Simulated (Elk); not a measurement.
Band structure of EuAl₄ (I4/mmm, 5 atoms in the cell).

```xyz
5
Lattice="-2.1679 2.1679 5.5960 2.1679 -2.1679 5.5960 2.1679 2.1679 -5.5960" Properties=species:S:1:pos:R:3 pbc="T T T"
Eu     0.0000     0.0000     0.0000
Al     0.0000     2.1679     2.7980
Al     2.1679     0.0000     2.7980
Al     0.0000     0.0000     6.8743
Al     0.0000     0.0000     4.3176
```
Moments meant for the start (each program seeds them in its own way; μB, in the order of the atoms Eu Al Al Al Al): 7.0 0.0 0.0 0.0 0.0.

Computed with Elk with PBEsol, all-electron FP-LAPW, Elk's shipped species files, default APW+lo basis.

Settings: xctype = 22; spinpol = true; stype = 0; swidth = 0.00367493 Ha; ngridk = 7 7 7; reducebf = 0.8; nempty = 12 per atom; maxscl = 100; bfcmt = [[0.0, 0.0, -3.5], [0.0, 0.0, 0.0], [0.0, 0.0, 0.0], [0.0, 0.0, 0.0], [0.0, 0.0, 0.0]].

The starting cell comes from a database of computed structures (which also holds hypothetical and non-ambient phases and stackings), without a prior relaxation at this level. Spin-orbit coupling is off. With one magnetic atom in the cell only a parallel order is possible. With U or open f shells several self-consistent states can exist. The f electrons are in the valence without U or exact exchange, which can misplace them near the Fermi level. Spin-orbit terms, which matter for f shells, are left out. Values depend on the basis (sphere radii, cutoffs, local orbitals), which need not be converged.

Levels in eV from the Fermi level, bands 27 to 34 of the first spin channel:
```tsv
point	27	28	29	30	31	32	33	34
Γ	-0.51	-0.51	-0.50	-0.23	0.50	0.71	0.71	2.44
X	-0.50	-0.50	-0.49	-0.48	0.74	0.97	1.34	2.82
Y	-0.51	-0.49	-0.48	-0.48	0.63	1.17	1.29	3.06
S	-0.51	-0.48	-0.46	0.18	0.28	1.00	1.11	1.32
Z	-0.54	-0.52	-0.40	-0.39	0.64	0.64	1.87	2.29
S1	-0.51	-0.48	-0.46	0.18	0.28	1.00	1.11	1.32
N	-0.52	-0.49	-0.48	-0.13	0.01	0.82	1.16	1.22
P	-0.50	-0.50	-0.49	-0.48	-0.16	1.96	1.96	2.64
Y1	-0.50	-0.49	-0.48	-0.47	0.63	1.17	1.29	3.06
```

Bands cross the Fermi level along this path, so the cell is metallic at this level.

The net moment of the cell came out as 6.96 μB.
